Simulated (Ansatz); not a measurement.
## Ta: pressure 0.3 GPa

Start from Ta in the bcc (W type) structure (space group Im-3m, No. 229; a = 3.320 Å).

The change: cell and atoms relaxed at a pressure of 0.3 GPa.

Method: Ansatz (a first-principles code) PBE, scalar-relativistic without spin-orbit coupling. k-mesh 20×20×20 (Γ-centred); smearing 0.05 eV (Fermi–Dirac).

```csv
quantity,base,changed,shift
volume per atom,18.29 Å³,18.26 Å³,-0.03 Å³
lattice parameter a,332.0 pm,331.8 pm,-0.2 pm
shortest interatomic distance,287.5 pm,287.3 pm,-0.14 pm
enthalpy H = E + PV relative to the base's energy,–,+0.03 eV/atom,–
band gap,zero,zero,–
```

Cost of the whole job for the changed cell (relaxation, final SCF and bands): about 22 core-seconds (a rough figure).

Load acts through the strain it causes; cell and atoms are relaxed under it. No phonon test of stability was made. All final runs are without spin polarisation.
